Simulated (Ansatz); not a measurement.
System: interstitial O in wurtzite GaN (charge state -2). These are PBE, PAW (plane waves to 420 eV; Ansatz, an electronic-structure program) values and carry that method's errors.

Cell of 72 host sites held at the relaxed PBE lattice; one k-point at (0.125, 0.250, 0.250); Fermi-Dirac width 0.01 eV, spin-restricted; finite-size errors left in. No zero-point or tunnelling terms. The charge state is imposed; whether it is stable for some Fermi level was not computed. Sites that were not tried may lie lower.

Barriers: single points on a 2×2×2 k-point mesh shifted by half a step along c at the bands' geometries.

The step: O moves alone to another site. Atoms about the jump, Cartesian Å from the middle of the jump, before and after:

| atom | x0 | y0 | z0 | x1 | y1 | z1 |
|---|---|---|---|---|---|---|
| O1 | -0.81 | -1.39 | 0.00 | 0.81 | 1.39 | 0.00 |
| Ga2 | -0.80 | 0.42 | 1.79 | -0.76 | 0.49 | 1.79 |
| Ga3 | 0.71 | -0.52 | -0.75 | 0.81 | -0.36 | -0.75 |
| Ga4 | -0.80 | 2.33 | -0.81 | -0.70 | 2.26 | -0.76 |
| Ga5 | -2.31 | -0.52 | -0.76 | -2.42 | -0.47 | -0.81 |
| N6 | -0.80 | 0.58 | -1.56 | -0.90 | 0.40 | -1.56 |
| N7 | 0.93 | -0.40 | 1.31 | 0.81 | -0.60 | 1.31 |
| N8 | -0.80 | 2.32 | 1.17 | -0.92 | 2.39 | 1.30 |
| N9 | -2.53 | -0.39 | 1.30 | -2.41 | -0.46 | 1.17 |
| N10 | 2.40 | 0.45 | -1.41 | 2.52 | 0.40 | -1.55 |
| N11 | 0.81 | 3.25 | -1.44 | 0.81 | 3.37 | -1.56 |
| N12 | 0.91 | -2.39 | -1.55 | 0.81 | -2.30 | -1.41 |
| N13 | -2.41 | 3.24 | -1.44 | -2.39 | 3.24 | -1.41 |
| Ga14 | 2.46 | 0.49 | 1.89 | 2.38 | 0.49 | 1.80 |

**Question.** Give the saddle-point geometry and the barrier.

**Answer.** 
| atom | x | y | z |
|---|---|---|---|
| O1 | -0.67 | 0.49 | 0.09 |
| Ga2 | -0.77 | 0.48 | 1.90 |
| Ga3 | 0.71 | -0.41 | -0.84 |
| Ga4 | -0.79 | 2.16 | -0.85 |
| Ga5 | -2.25 | -0.38 | -0.83 |
| N6 | -0.85 | 0.44 | -2.04 |
| N7 | 0.97 | -0.56 | 1.40 |
| N8 | -0.80 | 2.48 | 1.38 |
| N9 | -2.50 | -0.51 | 1.30 |
| N10 | 2.41 | 0.45 | -1.43 |
| N11 | 0.81 | 3.23 | -1.43 |
| N12 | 0.82 | -2.32 | -1.43 |
| N13 | -2.39 | 3.23 | -1.43 |
| Ga14 | 2.47 | 0.45 | 1.86 |
It lies 2.13 eV above the start and 2.13 eV above the end. The check of the saddle point's order was inconclusive.
